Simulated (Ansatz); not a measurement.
Functionals compared on a constructed model of the (100) surface of fcc Al, a pseudomorphic layer of Ga in the host's stacking (bottom of the slab: a bare face, its two planes held), in Ansatz (plane waves, PAW). The structure was relaxed with PBE; the other rows are single points on it. Cutoff 420 eV (500 eV for r2SCAN).

Set-up: 7 atoms, 11.7 Å thick at the start; mesh 13x13x1; 0.1 eV smearing; dipole correction on; 2 atoms held, the rest relaxed; symmetry of the start imposed; no spin, no spin-orbit, no U. It is one candidate, not shown to be the stable structure of the face. These notes are the PBE run's.

```tsv
functional	work function of the top face (eV)	rough cost of the single point
PBE	4.19	–
RPBE	?	about 15 core-seconds (a rough figure)
r2SCAN	4.35	very roughly 40 core-seconds
```

**Question.** Complete the blanks.

**Answer.** 
- RPBE, work function of the top face (eV): 4.07

Ansatz is a program for electronic structure.
